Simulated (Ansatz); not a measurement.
Base system: Ga₂O₃ in the corundum structure (space group R-3c, No. 167; a = 5.058 Å, c = 13.624 Å (hexagonal axes)).

The values are results of PBE/PAW in Ansatz (a program for electronic structure), without spin-orbit coupling, earlier PAW set, not measurements.

Base values:

```
Property                Value
-------------  --------------
Electron mass  0.21 mₑ (at Γ)
Pressure             0.00 GPa
```

The change: the cell is scaled by 0.9879 in all directions, atoms relaxed at fixed cell.

Predict the new energy relative to the base, mean gap deformation potential ΔEg/Δln V, electron mass and pressure.

The energy increases by 8.7 meV/atom; the mean gap deformation potential ΔEg/Δln V amounts to -10.5 eV; the electron mass goes from 0.21 mₑ (at Γ) to 0.23 mₑ (at Γ); the pressure (mean of the normal stresses, compression positive) goes from zero to 7.95 GPa.

The cells carry an imposed strain or load. Effective masses come from finite differences of ±0.01 Å⁻¹. No phonon test of stability was made.
